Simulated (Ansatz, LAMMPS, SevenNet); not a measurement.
## Ladder of methods for the lattice constant a of CsCl-type CuZn

Reference value: 2.958 Å (measured, temperature not stated, not corrected to a static lattice; as tabulated in First-Principles Study on the Electrical and Thermal Conductivities of Cu–Zn …).

```
level (code)            value (Å)  difference (%)
----------------------  ---------  --------------
COMB comb3 (LAMMPS)         2.918           -1.35
SevenNet-0                  2.961           +0.10
LDA (Ansatz)                2.870           -2.97
PBE (Ansatz)                2.964           +0.20
RPBE (Ansatz)               3.001           +1.45
PBEsol-D3(BJ) (Ansatz)      2.866           -3.11
r²SCAN-D4 (Ansatz)          2.907           -1.72
r²SCAN+rVV10 (Ansatz)       2.906           -1.76
HSE06-D3(BJ) (Ansatz)       2.897           -2.06
LC-ωPBE (Ansatz)            2.905           -1.79
PBE0-D3(BJ) (Ansatz)        2.900           -1.96
Hartree–Fock (Ansatz)       3.166           +7.03
```

The reference's temperature isn't stated, so close values are not ranked against it. Off by more than 1.25 %, or 1.75 % on the side where a correction would as a rule narrow the miss (bounds picked here): Hartree–Fock (+7.03 %), PBEsol-D3(BJ) (-3.11 %), LDA (-2.97 %), HSE06-D3(BJ) (-2.06 %), PBE0-D3(BJ) (-1.96 %), LC-ωPBE (-1.79 %), r²SCAN+rVV10 (-1.76 %), RPBE (+1.45 %).

The reference isn't brought to a static lattice, while the calculations are for one, so the differences are not the levels' errors alone. A static lattice is as a rule a little smaller than the measured one.  HSE06-D3(BJ), LC-ωPBE, PBE0-D3(BJ), Hartree–Fock: the run has no spin polarisation, so it can have missed a magnetic state. Hartree–Fock: the cell is over a tenth larger than the published one: the level's own overestimate first of all, though another phase or state, or a fault of the published cell, is possible. Cutoffs and k meshes differ between the levels. Ansatz's density-functional and Hartree–Fock values are scalar-relativistic unless marked +SOC, with PAW data made under PBE.

Empirical potentials (COMB comb3) are fitted to chosen data: where that held the value shown, agreement is built in, and what lay outside the fit can be far off. Machine-learned potentials (SevenNet-0) are trained on DFT data: a solid inside that data is no test of them.

Differences are worked out from the printed values.

Ansatz is a program for electronic structure.
